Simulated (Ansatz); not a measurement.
Consider AsP in the rock salt structure (space group Fm-3m, No. 225; a = 5.1715 Å; a hypothetical phase, not in the database extracts checked; relaxed with 0.1 eV smearing). Axes: x, y, z lie along the cube axes.

Structures relaxed with r2SCAN (Ansatz, a quantum-chemistry and plane-wave program, PAW, no SOC).

Base:

Simulated powder pattern, Cu Kα1, λ = 1.54056 Å (kinematic, ideal powder, no thermal factors, no anomalous dispersion; the 10 strongest lines at most, above 2 %, up to 2θ = 90°):

```
2θ (°)  I/Imax (%)    hkl
------  ----------  -----
29.90           36  (111)
34.66          100  (200)
49.83           69  (220)
59.21           17  (311)
62.12           23  (222)
73.14           11  (400)
80.97          6.5  (331)
83.54           31  (420)
```

After one change:

Simulated powder pattern, Cu Kα1, λ = 1.54056 Å (kinematic, ideal powder, no thermal factors, no anomalous dispersion; the 10 strongest lines at most, above 2 %, up to 2θ = 90°):

| 2θ (°) | I/Imax (%) |
|---|---|
| 29.75 | 55 |
| 34.14 | 52 |
| 34.66 | 100 |
| 49.45 | 71 |
| 49.83 | 34 |
| 59.12 | 17 |
| 61.79 | 36 |
| 82.36 | 16 |
| 83.24 | 15 |
| 83.54 | 15 |

Question: Name the change that was made.
(A) isotropic strain −1.17 %
(B) uniaxial strain ε_yy = +3.20 %
(C) uniaxial strain ε_xx = +1.47 %
(D) uniaxial stress, 2 GPa compression along x

Answer: C, uniaxial strain ε_xx = +1.47 %. Its volume per atom is 17.54 Å³ against 17.29 Å³, and its space group is I4/mmm (No. 139).

Beyond what the load breaks, stability against distortions was not tested. The final runs are not spin-polarised.
